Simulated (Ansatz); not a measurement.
# Evanescent states of BN (F-43m, zinc blende, 2 atoms a cell, 6.0 Å³ an atom, -5 GPa at this level) along the normal of (001)

Computed with r2SCAN (plane waves, PAW; Ansatz, an electronic-structure program).

The gap is the functional's own, uncorrected, and κ follows it; spin-orbit coupling is left out. Mid-gap means the computed energy nearest the middle.

Energies count from the valence-band top; κ is the least over a 12×12 mesh across the current.

```
E (eV)  κ (1/Å)  where
------  -------  -----
0.12      0.119      Γ
0.34      0.204      Γ
0.57      0.260      Γ
0.81      0.303      Γ
1.03      0.340      Γ
1.26      0.371      Γ
1.50      0.397      Γ
1.73      0.417      Γ
1.96      0.426  off Γ
2.19      0.414  off Γ
2.42      0.401  off Γ
2.65      0.387  off Γ
2.88      0.371  off Γ
3.10      0.353  off Γ
3.33      0.334  off Γ
3.56      0.313  off Γ
3.79      0.289  off Γ
4.03      0.262  off Γ
4.25      0.231  off Γ
4.49      0.192  off Γ
4.71      0.143  off Γ
4.95      0.055  off Γ
```

### Question
How thick must the barrier be to attenuate the transmission by 10^6 when the electrodes' Fermi level lies at 1.03 eV, and what attenuation does that film give at 1.96 eV?

### Answer
d = 6 ln 10 / (2 × 0.340) = 20.3 Å. At 1.96 eV it gives 6 × 0.426/0.340 = 7.5 decades.
